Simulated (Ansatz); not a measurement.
# What biaxial strain −0.75 %, plane normal [001], relaxed out of plane does to Sb

Base system: Sb (space group R-3m, No. 166; a = 4.326 Å, c = 11.339 Å (hexagonal axes); layered; relaxed with 0.1 eV smearing). Axes: x lies along a and z along c of the hexagonal cell.

It is then changed as follows: compressive biaxial strain of 0.75 % in the plane normal to [001], as in epitaxy on a mismatched substrate; the out-of-plane cell vector and the atoms relax.

Computed with r2SCAN+rVV10 in Ansatz (plane waves to 500 eV, PAW, no SOC). Settings: 16×16×16 k-points, 0.1 eV Fermi–Dirac smearing.

The energy goes up by 1.0 meV/atom and the pressure (mean of the normal stresses, compression positive) goes from zero to 0.5 GPa. The band gap is still zero and the out-of-plane strain is +0.88 %. The mean in-plane stress (compression positive) comes out as +0.7 GPa.

Final structure (turned so that z lies along the plane normal):

```
Sb
1.0
    4.29381     0.00000     0.00000
    2.14690     3.71854     0.00000
    2.14690    -1.23951     3.81301
Sb
2
Direct
  0.53312   0.23344   0.70032
  0.46688   0.76656   0.29968
```

Cost of the whole job for the changed cell (relaxation, final SCF and bands): very roughly 4 core-minutes.

Spin-orbit coupling, missing from the scalar runs, can matter with Sb. Stability against distortions was not tested.

Ansatz is a first-principles code.
